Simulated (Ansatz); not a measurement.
The parent structure is Cu in the fcc (Cu type) structure (space group Fm-3m, No. 225; a = 3.629 Å).

(Cell as relaxed with PBE.)

Levels (all Ansatz, a first-principles code, PAW, earlier PAW set): PBE (420 eV, no SOC); r2SCAN (500 eV, without spin-orbit coupling).

Each level relaxes its own structure.

```
quantity                  PBE      r2SCAN
-------------------  --------  ----------
volume per atom      11.95 Å³  (withheld)
lattice parameter a   3.629 Å  (withheld)
band gap                 zero  (withheld)
```

Problem. Predict the r2SCAN column.

Solution. 
- volume per atom, r2SCAN: 11.46 Å³
- lattice parameter a, r2SCAN: 3.579 Å
- band gap, r2SCAN: zero

PBE's volume per atom lies 0.485 Å³ above r2SCAN's (4.2 %); PBE's lattice parameter a lies 0.050 Å above r2SCAN's (1.4 %); the two agree on the band gap. Neither level is exact; r2SCAN is the comparison here, not a measurement.

Whether these cells are dynamically stable was not tested. All final runs are without spin polarisation.
